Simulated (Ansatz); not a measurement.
S on the 1x1 (100) surface of monoclinic HfO2 (cut with top plane 2 O), one in a 1x1 cell, energies for each (27.9 Å²). Energies are against ⅛ S8(g), without zero-point or thermal terms; each row is named by its start.

Host crystal: monoclinic HfO2, with a band gap (PBE, scalar-relativistic without spin-orbit coupling).

All values below come from PBE (plane waves to 420 eV, PAW; Ansatz, a program for electronic structure).

Model: 25-atom slab, 9.3 Å thick at the start under the adsorbate (thin: gaps and levels are the slab's own), 4x4x1 mesh, Fermi-Dirac 0.01 eV, dipole correction, 12 atoms held, the rest relaxed; each run with such symmetry as its start has; spin-polarised, no spin-orbit, no U, no dispersion correction.

A negative adsorption energy means that the adsorbate is more stable on the surface than in its reference. Starts that drift may end in the same place. Heights count from the host atoms within 0.3 Å of the top one.

```json
[
 {"starting site": "top O (the adsorbate paired with a surface O atom)", "E_ads (eV)": "0.49", "height (Å)": "0.86", "nearest host atom (Å)": "O 1.73", "bonded to": "2 Hf + O", "change of the vacuum step (eV)": "0.23", "lateral drift (Å)": "1.8", "moment (μB)": "0.0"},
 {"starting site": "over Hf at depth 1.0 Å", "E_ads (eV)": "1.99", "height (Å)": "1.05", "nearest host atom (Å)": "O 2.50", "bonded to": "Hf", "change of the vacuum step (eV)": "-0.17", "lateral drift (Å)": "1.8", "moment (μB)": "2.0"},
 {"starting site": "hollow O-O-O", "E_ads (eV)": "2.06", "height (Å)": "0.72", "nearest host atom (Å)": "O 2.48", "bonded to": "2 Hf", "change of the vacuum step (eV)": "-0.29", "lateral drift (Å)": "0.4", "moment (μB)": "2.0"},
 {"starting site": "hollow O-O-O over O at depth 6.8 Å", "E_ads (eV)": "1.99", "height (Å)": "1.04", "nearest host atom (Å)": "O 2.50", "bonded to": "Hf", "change of the vacuum step (eV)": "-0.17", "lateral drift (Å)": "0.6", "moment (μB)": "2.0"},
 {"starting site": "bridge O-O (span 5.2 Å)", "E_ads (eV)": "1.99", "height (Å)": "1.04", "nearest host atom (Å)": "O 2.50", "bonded to": "Hf", "change of the vacuum step (eV)": "-0.16", "lateral drift (Å)": "1.2", "moment (μB)": "2.0"},
 {"starting site": "bridge O-O (span 5.3 Å)", "E_ads (eV)": "1.99", "height (Å)": "1.04", "nearest host atom (Å)": "O 2.50", "bonded to": "Hf", "change of the vacuum step (eV)": "-0.17", "lateral drift (Å)": "0.3", "moment (μB)": "2.0"}
]
```
